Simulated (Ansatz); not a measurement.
The starting structures come from a database of crystals and need not be the phases stable at ambient conditions.

```xyz
10
Lattice="6.8548 0.0000 0.0000 3.0676 8.3698 0.0000 -0.7197 2.7761 6.2261" Properties=species:S:1:pos:R:3 pbc="T T T"
Rb     6.4950     4.8789     1.5565
Rb     2.7077     6.2670     4.6696
Rb     1.2758     2.0447     4.5858
Rb     4.8593     0.7314     1.6403
As     4.7499     3.2421     4.3330
As     4.4528     7.9038     1.8930
As     1.3852     1.7196     0.9185
As     7.8174     9.4263     5.3075
As     6.1351     4.9702     5.2478
As     3.0676     6.1757     0.9783
```

Space group of this cell: Fmmm. The cell is taken as given.

Transport runs along the normal of the first two printed cell vectors.

No gap correction and no spin-orbit coupling; mid-gap values are interpolated between computed energies.

Question: State the band gap and the smallest decay constant κ at mid-gap according to PBEsol run with Ansatz (a quantum-chemistry and plane-wave program).

Answer: Gap 0.37 eV on a 6×6×6 mesh; κ = 0.118 1/Å, at (0.500, 0.000) of the in-plane reciprocal vectors. At the zone centre, at the nearest computed energy, the slowest state has κ = 0.23 1/Å.
